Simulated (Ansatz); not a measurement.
**Effect of pressure −1 GPa on hypothetical diamond Mo**

Consider Mo in the diamond structure (space group Fd-3m, No. 227; a = 5.611 Å; a hypothetical phase, not in the database extracts checked).

Modification: a negative pressure, −1 GPa.

The values are results of plane-wave PAW DFT at the PBEsol level (Ansatz, a quantum-chemistry and plane-wave program, 420 eV), spin-orbit coupling left out, not measurements. Settings: 14×14×14 k-points, 0.05 eV Fermi–Dirac smearing.

- Volume per atom: 22.27 Å³ (base 22.08 Å³)
- Density: 7.15 g/cm³ (base 7.22 g/cm³)
- Shortest interatomic distance: 4.604 bohr (base 4.591 bohr)
- Enthalpy H = E + PV relative to the base's energy: -0.14 eV/atom
- Band gap: zero (base zero)

Final structure:

```xyz
2
Lattice="0.0000 2.8134 2.8134 2.8134 0.0000 2.8134 2.8134 2.8134 0.0000" Properties=species:S:1:pos:R:3 pbc="T T T"
Mo     1.4067     1.4067     1.4067
Mo     0.0000     0.0000     0.0000
```

Load acts through the strain it causes; cell and atoms are relaxed under it. No phonon test of stability was made. The final runs are not spin-polarised.
